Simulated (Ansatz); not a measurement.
Start from Y in the hcp (Mg type) structure (space group P6_3/mmc, No. 194; a = 3.6826 Å, c = 5.6985 Å).

Method: r2SCAN in Ansatz (plane waves to 500 eV, PAW, scalar-relativistic without spin-orbit coupling).

For the base:

| Item | Value |
|---|---|
| Band gap | zero |
| Lattice parameter a | 3.683 Å |

Modification: a hydrostatic pressure of 15 GPa.

Task: What does the calculation give for the band gap after the change?

Result: The band gap is still zero.

Task: How does this affect the lattice parameter a?

Result: The lattice parameter a falls by 0.3044 Å (3.683 Å → 3.378 Å).

Load acts through the strain it causes; cell and atoms are relaxed under it. Whether these cells are dynamically stable was not tested. No other phases were tried under pressure. All final runs are without spin polarisation.

Ansatz is an electronic-structure program.
